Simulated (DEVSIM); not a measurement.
Device: Pt/AlN/n-Si capacitor, at 250 K.

```tsv
layer (left to right)	material	thickness (nm)	Nd (cm⁻³)
1	AlN	17.0	-
2	Si	720	3.2e16
```

Metal gate on the left, work function 5.6 eV. Fixed charge at the semiconductor interface -4.6e10 cm⁻² (in units of +e); no interface traps.

The device is made up for the run: typed textbook-type constants, with dimensions and the other settings drawn at random. Values at 300 K; Nc and Nv go as T^1.5, mobilities as T to minus their exponent, the gap by Varshni's rule with the affinity fixed.

```
parameter         AlN        Si
----------------  ---  --------
gap (eV)          6.1     1.124
affinity (eV)     1.9      4.05
permittivity      8.5      11.7
Nc (cm⁻³)           -   2.86e19
Nv (cm⁻³)           -    3.1e19
Varshni α (eV/K)    -  0.000473
Varshni β (K)       -       636
```

Simulated with DEVSIM: 1D Poisson equation in equilibrium, Boltzmann statistics, complete ionisation; no quantum confinement or tunnelling. Metal contacts follow the ideal Schottky-Mott rule: no Fermi-level pinning, no interface dipoles.

Tabulate band edges, carrier densities and field at 0.4 V on the gate.

Energies count from the Fermi level of the right contact; mesh points crowd at the junctions.

```
x (μm)    Ec (eV)  Ev (eV)  n (cm⁻³)  p (cm⁻³)  field (V/cm)
--------  -------  -------  --------  --------  ------------
0.000       3.300   -2.800     < 1e2     < 1e2       -110000
0.001142    3.287   -2.813     < 1e2     < 1e2       -110000
0.003251    3.263   -2.837     < 1e2     < 1e2       -110000
0.006898    3.222   -2.878     < 1e2     < 1e2       -110000
0.01301     3.153   -2.947     < 1e2     < 1e2       -110000
0.01546     3.126   -2.974     < 1e2     < 1e2       -110000
0.01678     3.111   -2.989     < 1e2     < 1e2       -110000
0.01820     0.948   -0.188     < 1e2    3.8e15        -88000
0.02065     0.926   -0.210     < 1e2    1.4e15        -87000
0.02562     0.884   -0.252     < 1e2    1.9e14        -85000
0.03572     0.801   -0.335      1600    4.1e12        -80000
0.06536     0.587   -0.549     3.2e7     2.0e8        -65000
0.1165      0.320   -0.816    7.8e12       820        -40000
0.2206      0.145   -0.991    2.6e16     < 1e2         -2000
0.4891      0.141   -0.996    3.2e16     < 1e2           ≈ 0
0.6115      0.141   -0.996    3.2e16     < 1e2           ≈ 0
0.6758      0.141   -0.996    3.2e16     < 1e2           ≈ 0
0.7075      0.141   -0.996    3.2e16     < 1e2           ≈ 0
0.7263      0.141   -0.996    3.2e16     < 1e2           ≈ 0
0.7323      0.141   -0.996    3.2e16     < 1e2           ≈ 0
0.7352      0.141   -0.996    3.2e16     < 1e2           ≈ 0
0.7370      0.141   -0.996    3.2e16     < 1e2           ≈ 0
```
